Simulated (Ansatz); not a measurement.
**Bi2O2Te (I4/mmm, No. 139, 5 atoms in the cell; start mp-849872)**

Method: LDA (plane waves, PAW; Ansatz, a first-principles code).

Run with plane-wave cutoff 520 eV, 14×14×14 k mesh, Fermi–Dirac smearing 0.05 eV, scalar-relativistic PAW data made under PBE.

Cell (relaxed at this level):

```xyz
5
Lattice="0.0000 6.2545 2.7828 2.7828 0.0000 2.7828 2.7828 6.2545 0.0000" Properties=species:S:1:pos:R:3 pbc="T T T"
Bi     2.7828     8.1595     2.7718
Bi     2.7828     4.3496     2.7718
Te     2.7828     6.2545     5.5543
O      1.3914     3.1273     1.3802
O      4.1743     9.3818     4.1631
```

```yaml
band_gap: zero (no gap)
bulk_modulus: 83.4 GPa
```

Note: the relaxation could not lower the start's symmetry, so the cell can be a saddle point above a distorted one; the bulk modulus is −V dP/dV from two relaxed cells at ±2 % in volume.

Spin–orbit coupling is not included; it can open a gap where bands touch, and shift volumes and moduli.

A start named mp-… is a Materials Project structure, which need not be a measured phase.
